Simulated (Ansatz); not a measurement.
The starting structures come from a database of crystals and need not be the phases stable at ambient conditions.

 Where the default PAW files enter, the runs use the earlier of Ansatz's two default sets.

Data:

```xyz
5
Lattice="4.0474 0.0000 0.0000 0.0000 4.0474 0.0000 0.0000 0.0000 4.0474" Properties=species:S:1:pos:R:3 pbc="T T T"
K      0.0000     0.0000     0.0000
Zn     2.0237     2.0237     2.0237
F      0.0000     2.0237     2.0237
F      2.0237     0.0000     2.0237
F      2.0237     2.0237     0.0000
```

Space group of this cell: Pm-3m, cubic perovskite. The cell is taken as given.

Transport runs along the normal of the first two printed cell vectors, the (001) plane of the conventional cell.

No gap correction and no spin-orbit coupling; mid-gap values are interpolated between computed energies.

Compute, with r2SCAN in Ansatz (an electronic-structure program), the band gap and the smallest decay constant κ at mid-gap.

Gap 4.63 eV on a 8×8×8 mesh; κ = 0.471 1/Å, at the zone centre.
